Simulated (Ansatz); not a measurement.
**A computed series for Si: response to strain**

Consider Si in the diamond structure (space group Fd-3m, No. 227).

```yaml
crystal:
  lattice:
    - [0.00000, 2.72216, 2.72216]
    - [2.72216, 0.00000, 2.72216]
    - [2.72216, 2.72216, 0.00000]
  atoms:
    - { symbol: Si, position: [0.00000, 0.00000, 0.00000] }
    - { symbol: Si, position: [0.25000, 0.25000, 0.25000] }
```

Strains are applied to the cell and any free atomic positions relax.

Calculations: Ansatz (a first-principles code) r2SCAN, no SOC.

Candidates:
(a) isotropic strain −0.50 %
(b) isotropic strain −2.50 %
(c) isotropic strain −1.50 %

For the base:

```
Property   Result
--------  -------
Band gap  0.78 eV
```

Q: Order them by band gap, lowest first.

A: (b) isotropic strain −2.50 % (0.63 eV), (c) isotropic strain −1.50 % (0.69 eV), (a) isotropic strain −0.50 % (0.75 eV)

Stability against distortions was not tested.
